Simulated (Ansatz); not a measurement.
GaP(110) slab, cut from zinc-blende GaP: Ga24P24, 6 atomic planes, area 86 Å², cell height 21.8 Å with vacuum; both faces free, started from the bulk cut, in-plane cell fixed at 1.004 times the relaxed lattice. The numbers are results of PBE (plane waves, PAW; Ansatz, an electronic-structure program), not measurements. Mean temperature 715 K, 7.0 ps sampled after 3.1 ps of Langevin dynamics; k-points: 2x2x1 mesh shifted by half a step in the plane; no spin polarisation or spin-orbit coupling. So thin a slab has no true bulk in its middle, and the cell admits only reconstructions that fit it.

```
plane (from the bottom)  atoms  start height (Å)  mean height (Å)  spread of site heights (Å)  rms motion, normal (Å)  rms motion, in plane (Å)  in-plane shift from the start (Å)  coordination
-----------------------  -----  ----------------  ---------------  --------------------------  ----------------------  ------------------------  ---------------------------------  ------------
1                        Ga4P4             -4.88            -4.80                        0.32                    0.14                      0.12                               0.20           3.0
2                        Ga4P4             -2.93            -2.98                        0.06                    0.14                      0.12                               0.11           4.0
3                        Ga4P4             -0.98            -0.98                        0.04                    0.11                      0.12                               0.09           4.0
4                        Ga4P4              0.98             0.98                        0.04                    0.12                      0.12                               0.09           4.0
5                        Ga4P4              2.93             2.98                        0.06                    0.14                      0.12                               0.11           4.0
6                        Ga4P4              4.88             4.80                        0.32                    0.16                      0.15                               0.20           3.0
```

- outer plane spacing = 1.81 Å against 1.95 Å at the start (-7 %)
- normal motion of the outer planes over that of the middle = 1.2
- in-plane diffusion = none seen within 7.0 ps
- coordination in the top plane = 3-fold 100 %
- mean vibrational (phonon) frequency = 6.9 THz

A denser in-plane k-mesh moves the forces of one frame by 0.02 eV/Å rms. Bonds are counted up to Ga-P 2.99 Å; heights count from the centre of mass.
